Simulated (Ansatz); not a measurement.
The starting structures come from a database of crystals and need not be the phases stable at ambient conditions.

Evanescent states of MgTe (Fm-3m, rock salt, not sure to be the ambient phase, 2 atoms a cell, 26.3 Å³ an atom) along the normal of (110)

The numbers are results of PBEsol (plane waves, PAW; Ansatz, a first-principles code), not measurements.

No gap correction and no spin-orbit coupling; mid-gap values are interpolated between computed energies.

Energies count from the valence-band top; κ is the least over a 8×6 mesh across the current.

```
E (eV)  κ (1/Å)  where
------  -------  -----
0.03      0.029      Γ
0.07      0.047      Γ
0.12        [?]      Γ
0.17        [?]      Γ
0.23        [?]      Γ
0.28        [?]      Γ
0.33        [?]      Γ
0.38      0.051      Γ
0.42      0.022      Γ
```

### Question
Fill in the missing entries.

### Answer

- 0.12, κ (1/Å): 0.059
- 0.17, κ (1/Å): 0.069
- 0.23, κ (1/Å): 0.077
- 0.28, κ (1/Å): 0.080
- 0.33, κ (1/Å): 0.067
